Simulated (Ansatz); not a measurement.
Checking a run of Ansatz (a first-principles code) on KMnSb (P4/nmm, 6 atoms in the cell). The aim is a self-consistent single point with DFT, LDA (PW92), plane waves, PAW files made with PBE.

Cell that was meant: a = 4.6693 Å, b = 4.6693 Å, c = 8.2981 Å, α = 90.00°, β = 90.00°, γ = 90.00°.

Part of the input:

Ansatz 0.2 input:
```yaml
    - { symbol: Mn, position_ang: [0.000000, 0.000000, 0.000000], spin: 4.0 }
    - { symbol: Sb, position_ang: [2.334645, 0.000000, 1.546012] }
    - { symbol: Sb, position_ang: [0.000000, 2.334645, 6.752048] }
basis:
  ecutwfc: 40
kpoints:
  mp_grid: { grid: [5, 5, 3], shift: [0.5, 0.5, 0.5] }
hamiltonian:
```

Output, abridged:

```
   [... lines left out ...]
PAW frozen core: Sb, regenerated for the run's functional, and the local potential with it
Initial density: superposition of atomic densities (chi_scale 0.1, normalization cell, long waves kept (reshape's long-wave potential 0.14 eV rms))
Starting moments: Σ|m| = 8 μB on 2 of 6 sites
Initial wavefunctions: pseudopotential atomic-orbital guess
Eigensolver: davidson
Functional: x = slater, c = lda
SCF iter   1: F=—  HF=-21627.827358 eV  |F-HF|=—  |Δ(HF+E_count)|=         —  Δρ=7.43e-1 (↑7.43e-1 ↓5.41e-1)  dr2=3.18e3  dr2_m=3.44e1  M=0.694 μB ∫|m|=0.803 μB  β_m=0.30  ethr=3.10e-3  ⟨swp⟩=1.0  Hψ=2470  notcnv=0
Mixer restart at iter 1: flushing history
all-band conjugate gradients solve this SCF's bands
preconditioner: auto → none
   [... lines left out ...]
SCF iter  16: F=—  HF=-19583.906933 eV  |F-HF|=—  |Δ(HF+E_count)|=   2.22e-5  S|Δr|=    0.00e0  Δρ=8.81e-6 (↑8.79e-6 ↓8.81e-6)  dr2=1.13e-6  dr2_m=8.62e-12  M=0.000 μB ∫|m|=0.000 μB  β_m=0.50  ethr=1.23e-9  ⟨swp⟩=3.7  Hψ=2550  notcnv=0  defer=107
SCF iter  17: F=-19583.906933 eV  HF=-19583.906933 eV  |F-HF|=3.47e-9  |Δ(HF+E_count)|=   2.42e-7  S|Δr|=    0.00e0  Δρ=1.46e-6 (↑1.46e-6 ↓1.46e-6)  dr2=1.06e-8  dr2_m=9.93e-13  M=0.000 μB ∫|m|=0.000 μB  ethr=1.28e-10  ⟨swp⟩=13.4  Hψ=6524  notcnv=0
SCF 1 converged in 17 iterations: F = -19583.906933 eV  dr2 = 1.06e-8
WARN: the starting moments were not kept: the SCF closed with an absolute magnetisation of 1.2e-6 μB, where they sum to 8 μB in size (2 sites) …
   [... lines left out ...]
Absolute magnetization: 0.0000 μB (∫|ρ↑−ρ↓|, with the PAW one-centre terms)
Free energy (F): -19583.906933 eV
Fermi energy:    16.468258 eV
   [... lines left out ...]
--- Stress (GPa, compression-positive) ---
    -1866.283718       0.000000      -0.000000
        0.000000   -1866.283718      -0.000000
       -0.000000      -0.000000   -1867.448070
  P = ⅓ Tr σ = -1866.6718 GPa (-18666.718 kbar)
  The stress holds no Pulay correction (an occupied level lies too near the plane-wave cutoff): it is that at fixed plane waves, as pw.x and ABINIT print it
```

Problem. Can these results be used? Check the input.

Solution. The run is not sound. The fault is this: a cutoff meant in Ry typed as a bare number, read as eV. A bare number is read in the key's own unit, and eV, Ry (13.6 eV) and Ha (27.2 eV) lie far apart, so the setting ends up far from the one that was meant. To fix it, convert the value to the unit that the key expects. The run converged in 17 iterations without an error; against the sound input the free energy rises by 627 eV/atom, the pressure goes from -3.86 to -1867 GPa, the largest force goes from 0.529 to 11.76 eV/Å and the size of the net moment goes from 1.44 to 0.00 μB/atom.

An input that runs soundly differs in these lines (not the only fix; some lines may just follow from the change or write a value another way):
```diff
-basis:
-  ecutwfc: 40
```

With that input, the run converged in 16 iterations: free energy E − TS (on the zero of these files) -23346.3739 eV; Fermi level (on the code's own zero) 7.12 eV; pressure -3.86 GPa; largest force (vector length) 0.529 eV/Å; size of the cell's spin moment 8.65 μB (DFT, LDA (PW92), plane waves, PAW files made with PBE).

On the sound input: the starting cell comes from a database of computed structures (which also holds hypothetical and non-ambient phases and stackings), without a prior relaxation at this level. The magnetic order is the one reached from the typed start; others were not searched systematically. The program warned that, by what it read of turns of the moments, another magnetic order lies lower. With a pressure of about -4 GPa the cell is away from its equilibrium volume at this level. Ansatz's pressure includes its estimate of the finite-basis (Pulay) stress.
